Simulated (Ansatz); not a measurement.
A computed series for VO2: pressure series

The reference is VO2 in the rutile structure (space group P4_2/mnm, No. 136; a = 4.536 Å, c = 2.802 Å; ferromagnetic).

Cell and atoms are relaxed at each pressure.

The values are results of PBEsol in Ansatz (plane waves to 420 eV, PAW, spin-orbit coupling left out), not measurements.

```csv
P (GPa),V (Å³/atom)
-2.00,9.689
-1.00,9.649
0.29,9.599
0.70,9.583
1.50,9.553
3.00,9.498
5.00,9.427
7.50,9.342
10.00,9.261
```

Fit a third-order Birch–Murnaghan equation of state.

Least squares on P(V) = (3B₀/2)[(V₀/V)^(7/3) − (V₀/V)^(5/3)]·[1 + (3/4)(B₀′ − 4)((V₀/V)^(2/3) − 1)] gives V₀ = 9.61 Å³/atom, B₀ = 248 GPa and B₀′ = 4.6.

Other magnetic orders, which the real material may have, were not ruled out. Load acts through the strain it causes; cell and atoms are relaxed under it. Stability against distortions was not tested. No other phases were tried under pressure. No Hubbard U is applied, and correlation can decide whether such a compound is a metal. The base started in P2_1/c and relaxed to P4_2/mnm at this level.

Ansatz is a quantum-chemistry and plane-wave program.
